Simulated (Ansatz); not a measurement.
Candidates (primitive cells; geometry: cell and atoms relaxed with PBEsol):
A. ZnS (F-43m), a = b = c = 3.7877 Å, α = β = γ = 60.00°
B. BaS2 (C2/c), a = b = 5.1165 Å, c = 8.9716 Å, α = β = 114.47°, γ = 54.67°
C. InS (Pnnm), a = 4.381 Å, b = 10.678 Å, c = 3.950 Å, α = β = γ = 90.00°

Task: Put the candidates in order of hole conductivity mass, lowest first, for Ansatz (a first-principles code) with PBEsol with spin-orbit coupling, rigid bands.

Result: C (0.37 mₑ), A (0.84 mₑ), B (1.85 mₑ)

Masses are for dilute carriers at 300 K, harmonic means over directions unless an axis is named.

Formula and space group known from diffraction (Crystallography Open Database), not checked to be the room-temperature form: BaS2 (C2/c), InS (Pnnm).
